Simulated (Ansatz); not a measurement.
Start from Se (space group P3_121, No. 152; a = 4.0394 Å, c = 5.1207 Å; made of chains).

Levels (all Ansatz, a quantum-chemistry and plane-wave program, PAW): PBEsol (420 eV, no spin-orbit coupling); r2SCAN (500 eV, no SOC); HSE06 (420 eV, no SOC).

At the geometry relaxed with PBEsol, these levels gave the following band gaps, in shuffled order: (a) 1.09 eV, (b) 0.39 eV, (c) 0.67 eV.

**Question.** Match each gap to its level.

**Answer.** (a) HSE06; (b) PBEsol; (c) r2SCAN.

Single points use the geometry relaxed with PBEsol. The hybrid gap comes from the SCF mesh plus the semilocal run's edge points and a few special points and is an upper bound. No phonon test of stability was made. No dispersion term is included in the PBEsol runs.
